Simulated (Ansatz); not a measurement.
Base system: YN in the rock salt structure (space group Fm-3m, No. 225; a = 4.9058 Å).

(Cell as relaxed with PBE.)

Levels (all Ansatz, a quantum-chemistry and plane-wave program, PAW): PBE (420 eV, scalar-relativistic without spin-orbit coupling); r2SCAN (500 eV, no spin-orbit coupling).

Each level relaxes its own structure.

```json
[
 {"base": "volume per atom", "PBE": "14.76 Å³", "r2SCAN": "14.67 Å³"},
 {"base": "lattice parameter a", "PBE": "490.6 pm", "r2SCAN": "489.6 pm"},
 {"base": "band gap", "PBE": "0.21 eV", "r2SCAN": "0.58 eV"}
]
```

Modification: a fraction x = 0.5 of the N sites is given to B, ordered in a cell of 8 atoms (starting symmetry C2/m) and fully relaxed.

```tsv
quantity	PBE	r2SCAN
shortest interatomic distance	182.1 pm	(withheld)
band gap	zero	(withheld)
```

Problem. What does r2SCAN give?

Solution. 
- shortest interatomic distance, r2SCAN: 186.2 pm
- band gap, r2SCAN: zero

PBE's shortest interatomic distance lies 4.04 pm below r2SCAN's (2.2 %); the two agree on the band gap. Neither level is exact; r2SCAN is the comparison here, not a measurement.

A trial with spin polarisation found a lower state for one case, which could not be relaxed; the values given are those without spin. Each cell is one ordered arrangement of few atoms, which overstates ordering effects compared with a random alloy. No phonon test of stability was made. The final runs are not spin-polarised. YB has a high density of states at the Fermi level and may be magnetic at this level. Under x(B) = 0.5, 8 atoms, C2/m and x(B) = 0.5, 8 atoms, C2/m the cell changed shape so far that it is another structure. The zero or small gap of YN can change with the level of theory.
